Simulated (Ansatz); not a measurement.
Take SrTiO$_{3}$ in the cubic perovskite structure (space group Pm-3m, No. 221) as the base.

```yaml
crystal:
  lattice:
    - [3.85418, 0.00000, 0.00000]
    - [0.00000, 3.85418, 0.00000]
    - [0.00000, 0.00000, 3.85418]
  atoms:
    - { symbol: Sr, position: [0.00000, 0.00000, 0.00000] }
    - { symbol: Ti, position: [0.50000, 0.50000, 0.50000] }
    - { symbol: O, position: [0.50000, 0.00000, 0.50000] }
    - { symbol: O, position: [0.00000, 0.50000, 0.50000] }
    - { symbol: O, position: [0.50000, 0.50000, 0.00000] }
```

The values are results of LDA in Ansatz (plane waves to 420 eV, PAW, spin-orbit coupling left out), not measurements.

For the base:

Band gap: 1.85 eV

One thing is altered: every lattice vector is shortened by 3.00 %; the atoms relax in the strained cell.

Question: Predict the new band gap and energy relative to the base.

Answer: The band gap goes up by 0.15 eV, from 1.85 eV to 2.00 eV; the energy increases by 65 meV/atom.

Whether these cells are dynamically stable was not tested. All final runs are without spin polarisation. Many cubic perovskites are stable only at high temperature; tilts and polar distortions were not tested.

Ansatz is a first-principles code.
